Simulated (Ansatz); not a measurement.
For YSi2 (within 0.1 Å of I4₁/amd, No. 141, 6 atoms in the cell; start mp-12769; a measured phase of this formula has another space group), LDA (PAW; Ansatz, an electronic-structure program) gives:

```
Item                                  Value
---------------------------  --------------
equilibrium volume per atom   18.26 Å³/atom
formation enthalpy           -0.639 eV/atom
```

Q: What does r²SCAN-D4 (Ansatz, PAW) give for the same quantities?

A: 
- equilibrium volume per atom: 18.95 Å³/atom (rises by 3.8 %)
- formation enthalpy: -0.602 eV/atom (moves by +0.037 eV/atom)

Changes are worked out from the printed values.

Unless a cell is named, each level is at its own relaxed cell (LDA 18.26, r²SCAN-D4 18.95 Å³/atom).

The crystal itself was run without spin with LDA, r²SCAN-D4; a magnetic state was not tried in these runs.

Ansatz's density-functional and Hartree–Fock values are scalar-relativistic unless marked +SOC, with PAW data made under PBE.

A start named mp-… is a Materials Project structure, which need not be a measured phase.
